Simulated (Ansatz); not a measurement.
**A computed series for PtSe2: response to strain**

Consider PtSe₂ in the CdI2 type structure (space group P-3m1, No. 164; a = 3.7723 Å, c = 4.8194 Å; layered; relaxed with 0.1 eV smearing). Axes: x lies along a and z along c of the hexagonal cell.

Strains are applied to the cell and any free atomic positions relax; under biaxial strain the out-of-plane vector relaxes too.

All numbers come from Kohn–Sham DFT with the PBE-D3(BJ) functional, run in Ansatz (a first-principles code) with PAW and 420 eV plane waves, no SOC, earlier PAW set.

Notes on the quantities. pressure: mean of the normal stresses, compression positive.

| change | pressure | volume per atom |
|---|---|---|
| base | 0.0 GPa | 19.80 Å³ |
| biaxial strain −4.76 %, plane normal [001], relaxed out of plane | 6.1 GPa | 19.41 Å³ |
| biaxial strain −2.91 %, plane normal [001], relaxed out of plane | 3.8 GPa | 19.49 Å³ |
| isotropic strain −4.47 % | 16.1 GPa | 17.26 Å³ |
| isotropic strain −0.49 % | … | 19.51 Å³ |

**Question.** Complete the table.

**Answer.** 
- isotropic strain −0.49 %, pressure: 1.2 GPa

No phonon test of stability was made. All final runs are without spin polarisation.
